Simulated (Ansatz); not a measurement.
# Effect of pressure 2.1 GPa on GaN

Take GaN in the wurtzite structure (space group P6_3mc, No. 186; a = 3.218 Å, c = 5.243 Å) as the base.

Modification: cell and atoms relaxed at a pressure of 2.1 GPa.

Method: PBE/PAW in Ansatz (a quantum-chemistry and plane-wave program), without spin-orbit coupling. k-mesh 12×12×6 (Γ-centred); smearing 0.05 eV (Fermi–Dirac).

```csv
quantity,base,changed,shift
volume per atom,11.76 Å³,11.62 Å³,-0.14 Å³
density,5.91 g/cm³,5.98 g/cm³,+0.07 g/cm³
lattice parameter a,3.218 Å,3.206 Å,-0.0127 Å
c/a ratio,1.629,1.629,0.000
shortest interatomic distance,1.967 Å,1.960 Å,-0.0077 Å
enthalpy H = E + PV relative to the base's energy,–,+0.15 eV/atom,–
band gap,1.71 eV,1.79 eV,+0.08 eV
gap character,direct at Γ,direct at Γ,–
width of the top valence band,2.67 eV,2.71 eV,+0.04 eV
electron mass,"0.14 mₑ along c, 0.16 mₑ across (at Γ)","0.15 mₑ along c, 0.17 mₑ across (at Γ)",–
"valence-band top at Γ (three highest levels, from the VBM)","0.00, 0.00, -0.04 eV","0.00, 0.00, -0.04 eV",–
```

Load acts through the strain it causes; cell and atoms are relaxed under it. Masses are band curvatures over ±0.01 Å⁻¹ around the edge. Whether these cells are dynamically stable was not tested. Tetrahedral semiconductors of this kind turn to denser phases somewhere between about 1 and 50 GPa; those were not computed, so compressed cells here can lie past the real transition.
